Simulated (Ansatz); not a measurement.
Computed paths: interstitial Zn in beta Ga2O3, charge state +2

Defect migration in beta Ga2O3: interstitial Zn, charge state +2. The numbers are results of PBE, PAW (plane waves to 420 eV; Ansatz, a first-principles code), not measurements.

Cell of 120 host sites held at the relaxed PBE lattice; the Γ point alone; Fermi-Dirac width 0.01 eV, spin-restricted; finite-size errors left in. No zero-point or tunnelling terms. The charge state is imposed; whether it is stable for some Fermi level was not computed. Sites that were not tried may lie lower.

Barriers: single points on a 2×2×2 k-point mesh shifted by half a step at the bands' geometries.

```
Route                                       Start site over the lowest site run (eV)  Hop (Å)  Forward barrier (eV)  Backward barrier (eV)              Neighbours at the start  Neighbours at the saddle                        Saddle order  Forward, on the band's own sampling (eV)
------------------------------------------  ----------------------------------------  -------  --------------------  ---------------------  -----------------------------------  ------------------------  ----------------------------------  ----------------------------------------
a concerted move, in which Zn travels most                                      0.00     1.77                  0.29                   0.29  O at 1.87, 2 O at 1.94, O at 2.11 Å             2 O at 1.80 Å  not checked, on a symmetry element                                      0.28
```

Paths come from CI-NEB runs.  A band can be held on a symmetry element, so unchecked saddle points there may be too high. A further band (a direct jump of one Zn atom, 1.06 Å) gave 0.019 eV forward on its own sampling, 1.10 eV above the lowest site run, but it is nearly flat, so it is not taken as a result.
